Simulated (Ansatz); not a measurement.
Amorphous Ta18O18N18, 54 atoms at 8.51 g/cm³, one PBE-relaxed geometry, zone centre. Methods: PBE, scalar-relativistic without spin-orbit coupling (Ansatz, an electronic-structure program); r2SCAN, scalar-relativistic without spin-orbit coupling (Ansatz). Plane waves to 420 eV (r2SCAN 500 eV). The higher rungs were started with moments on some atoms, which died out.

Preparation: random packing, a CHGNet melt and quench, and a DFT relaxation. O and N atoms were pushed apart under 1.9 Å during the dynamics, to hinder bonds among them. It is the lowest in DFT energy of 2 quenches. It is a model cell: composition and starting density were chosen by hand, and all elements were melted together. No dispersion term was used. Its density started from a set value of 8.51 and ended at 8.51 g/cm³. The simulated quench (nominally 150 K/ps over its main leg) is rapid and tends to freeze in more defects than a deposited or slowly cooled glass has. One small periodic cell is one sample of the glass; other quenches scatter about these values. The volume was held where the preparation left it, at a PBE pressure of 4.1 GPa. Stress components on the final sampling reach 5.2 GPa. On a 2×2×2 Γ-centred mesh force components of up to 0.27 eV/Å stay, since the relaxation ran on the zone centre alone.

The relaxation ran on the zone centre alone. At PBE the gap is 1.54 eV on a 2×2×2 Γ-centred mesh, and the spacing at the zone centre alone 1.84 eV.

What zone-centre spacing does r2SCAN give, roughly?

2.09 eV (+0.25 eV against PBE).

The highest filled and the lowest empty state spread over these numbers of atoms (participation numbers): PBE: 10.4 and 22.5; r2SCAN: 9.9 and 21.5.
